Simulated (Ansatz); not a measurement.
Mo3Co (model structure, started from the D019 type, P6₃/mmc, No. 194, 8 atoms in the cell), treated with PBE (Ansatz, an electronic-structure program, PAW).

Settings: plane-wave cutoff 520 eV, 12×12×12 k mesh, Fermi–Dirac smearing 0.05 eV, spin-polarised with parallel moments, scalar-relativistic PAW data made under PBE.

Cell (relaxed at this level):

```yaml
crystal:
  lattice:
    - [5.52165, 0.00000, 0.00000]
    - [-2.76083, 4.78189, 0.00000]
    - [0.00000, 0.00000, 4.40584]
  atoms:
    - { symbol: Mo, position: [0.83236, 0.66472, 0.25000] }
    - { symbol: Mo, position: [0.16764, 0.83236, 0.75000] }
    - { symbol: Mo, position: [0.33528, 0.16764, 0.25000] }
    - { symbol: Mo, position: [0.16764, 0.33528, 0.75000] }
    - { symbol: Mo, position: [0.83236, 0.16764, 0.25000] }
    - { symbol: Mo, position: [0.66472, 0.83236, 0.75000] }
    - { symbol: Co, position: [0.33333, 0.66667, 0.25000], spin: 3.0 }
    - { symbol: Co, position: [0.66667, 0.33333, 0.75000], spin: 3.0 }
```

Task: Predict the bulk modulus.

Result: 
bulk modulus: 233 GPa

The run finds no gap.

Note: the magnetic order was assumed, not searched for or taken from measurement; the bulk modulus is −V dP/dV from two relaxed cells at ±2 % in volume; the moments ended far under their starting size, a low-moment state that need not be the lowest; the relaxation could raise the start's symmetry but not lower it, so the cell can be a saddle point.

Spins in the cell block are starting values.

The result took roughly 30 core-minutes.

A model structure was made by putting elements into a prototype or built by hand; it is no filed structure, need not be a known phase, and can be a saddle point held by its symmetry.
